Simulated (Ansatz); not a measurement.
# LiF, pressure series

The parent structure is LiF in the rock salt structure (space group Fm-3m, No. 225; a = 4.0679 Å).

Cell and atoms are relaxed at each pressure.

Levels (all Ansatz, an electronic-structure program, PAW): PBE (420 eV, no spin-orbit coupling); r2SCAN (500 eV, without spin-orbit coupling).

The base cell above is that of PBE; each level relaxes its own structures.

```json
[
 {"case": "pressure −2 GPa", "lattice parameter a, PBE": "4.111 Å", "lattice parameter a, r2SCAN": "4.027 Å"},
 {"case": "pressure −1 GPa", "lattice parameter a, PBE": "4.089 Å", "lattice parameter a, r2SCAN": "4.008 Å"},
 {"case": "pressure 0.9 GPa", "lattice parameter a, PBE": "4.051 Å", "lattice parameter a, r2SCAN": "3.975 Å"},
 {"case": "pressure 2.1 GPa", "lattice parameter a, PBE": "4.029 Å", "lattice parameter a, r2SCAN": "3.956 Å"},
 {"case": "pressure 4.5 GPa", "lattice parameter a, PBE": "3.989 Å", "lattice parameter a, r2SCAN": "3.922 Å"},
 {"case": "pressure 9 GPa", "lattice parameter a, PBE": "3.925 Å", "lattice parameter a, r2SCAN": "3.866 Å"},
 {"case": "pressure 15 GPa", "lattice parameter a, PBE": "3.857 Å", "lattice parameter a, r2SCAN": "3.804 Å"},
 {"case": "pressure 22.5 GPa", "lattice parameter a, PBE": "3.787 Å", "lattice parameter a, r2SCAN": "3.742 Å"},
 {"case": "pressure 30 GPa", "lattice parameter a, PBE": "3.730 Å", "lattice parameter a, r2SCAN": "3.689 Å"}
]
```

PBE lies above r2SCAN in every row, by 0.041 Å to 0.084 Å. They put the cases in the same order.

Load acts through the strain it causes; cell and atoms are relaxed under it. Whether these cells are dynamically stable was not tested. Competing high-pressure phases were not computed.
